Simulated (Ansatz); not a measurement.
HfSiO₄ (space group I4_1/amd, No. 141)

```cif
data_Hf2O8Si2
_chemical_formula_sum 'O8 Si2 Hf2'
_space_group_name_H-M_alt 'P 1'
_space_group_IT_number 1
_cell_length_a 5.52816
_cell_length_b 5.52816
_cell_length_c 5.52816
_cell_angle_alpha 106.929
_cell_angle_beta 106.929
_cell_angle_gamma 114.686
loop_
_space_group_symop_operation_xyz
  'x, y, z'
loop_
_atom_site_label
_atom_site_type_symbol
_atom_site_fract_x
_atom_site_fract_y
_atom_site_fract_z
_atom_site_occupancy
O1 O 0.13333 0.31813 0.81521 1
O2 O 0.61667 0.93187 0.68479 1
O3 O 0.24708 0.93187 0.31521 1
O4 O 0.50292 0.31813 0.18479 1
O5 O 0.68187 0.86667 0.18479 1
O6 O 0.06813 0.75292 0.68479 1
O7 O 0.06813 0.38333 0.31521 1
O8 O 0.68187 0.49708 0.81521 1
Si1 Si 0.50000 0.50000 0.00000 1
Si2 Si 0.25000 0.75000 0.50000 1
Hf1 Hf 0.75000 0.25000 0.50000 1
Hf2 Hf 0.00000 0.00000 0.00000 1
```

The values are results of DFT with PBEsol, PAW potentials and a 420 eV plane-wave cutoff in Ansatz (an electronic-structure program), no SOC, not measurements. k-mesh 6×6×6 (Γ-centred); smearing 0.05 eV (Fermi–Dirac).

```json
{
 "volume_per_atom": "10.77 Å³",
 "density": "6.95 g/cm³",
 "band_gap": "5.38 eV (uncertain: the edges found on the path are not clean extrema)",
 "total_energy": "-3078.688 eV/atom (σ→0; compares only within this code and set-up)"
}
```

Spin-orbit coupling, missing from the scalar runs, can matter with Hf. Gaps are read on the SCF mesh and a high-symmetry path. No phonon test of stability was made.
